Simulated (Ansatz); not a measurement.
Start from TaC in the rock salt structure (space group Fm-3m, No. 225; a = 4.476 Å).

Computed with Kohn–Sham DFT with the PBE functional, run in Ansatz (a program for electronic structure) with PAW and 420 eV plane waves, scalar-relativistic without spin-orbit coupling, earlier PAW set.

For the base:

| Property | Value |
|---|---|
| Volume per atom | 11.21 Å³ |

Modification: Os takes the place of C on all its sites; the structure is relaxed again.

Tabulated Pauling electronegativity and covalent radius: C 2.55, 0.76 Å; Os 2.20, 1.44 Å.

Problem. How does this affect the volume per atom?

Solution. The volume per atom goes up by 7.02 Å³ (11.21 Å³ → 18.23 Å³).

Whether these cells are dynamically stable was not tested. As relaxed here, TaOs is a hypothetical phase, not in the database extracts checked. All final runs are without spin polarisation. An odd electron count without spin: TaOs and TaC.
